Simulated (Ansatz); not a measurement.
Results of LDA (Ansatz, a quantum-chemistry and plane-wave program, plane waves, PAW) for HfGe (model structure, started from the NbAs type, I4₁md, No. 109, 4 atoms in the cell).

Numerical settings: plane-wave cutoff 520 eV, 22×22×22 k mesh, Fermi–Dirac smearing 0.05 eV, scalar-relativistic PAW data made under PBE.

Cell (relaxed at this level):

HfGe has the tetragonal space group I4₁md (No. 109), Pearson symbol tI8. Conventional cell: a = b = 3.3999 Å, c = 13.4326 Å, α = β = γ = 90.00°. Hf on 4a is surrounded by 6 Ge at 2.649–2.746 Å. Ge on 4a sees 6 Hf at 2.649–2.746 Å. (Neighbours: up to the widest gap in distance over summed covalent radii, below 1.35, at either atom; cation-cation and far metal-metal contacts left out.)
(The calculation used a cell of 4 atoms; values per cell refer to that cell.)

Task: What does this level give for the bulk modulus B0?

Result: 
- bulk modulus B0 = 125 GPa

The run finds no gap.

Note: the bulk modulus is −V dP/dV from two relaxed cells at ±2 % in volume; the relaxation could raise the start's symmetry but not lower it, so the cell can be a saddle point.

Spin–orbit coupling is not included; it can open a gap where bands touch, and shift volumes and moduli.

Static lattice: no zero-point or thermal effects.

The result took very roughly 2.1 core-hours.

A model structure was made by putting elements into a prototype or built by hand; it is no filed structure, need not be a known phase, and can be a saddle point held by its symmetry.
